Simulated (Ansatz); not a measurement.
Consider MgO in the rock salt structure (space group Fm-3m, No. 225).

```yaml
crystal:
  lattice:
    - [0.00000, 2.10221, 2.10221]
    - [2.10221, 0.00000, 2.10221]
    - [2.10221, 2.10221, 0.00000]
  atoms:
    - { symbol: Mg, position: [0.00000, 0.00000, 0.00000] }
    - { symbol: O, position: [0.50000, 0.50000, 0.50000] }
```

Cartesian axes are those of the cell as printed.

The values are results of Ansatz (a quantum-chemistry and plane-wave program) r2SCAN, no SOC, not measurements.

It is then changed as follows: uniaxial strain ε_zz = −3.00 %, all other strain components held at zero, atoms relaxed at fixed cell.

Predict the stress tensor and what it implies for the stiffness.

Stress of the strained cell less that of the base (GPa, compression positive):
```
   3.01    0.00    0.00
   0.00    3.01    0.00
   0.00    0.00   11.24
```

Then −Δσ_ii/ε with ε = -0.0300 gives secant stiffness values (nonlinear terms included at this strain): C33 ≈ 375 GPa, C13 ≈ 100 GPa and C23 ≈ 100 GPa.

As a check, the harmonic strain energy −½ V₀ Δσ:ε is 9.8 meV/atom; the computed energy rise is 9.2 meV/atom.

No phonon test of stability was made.
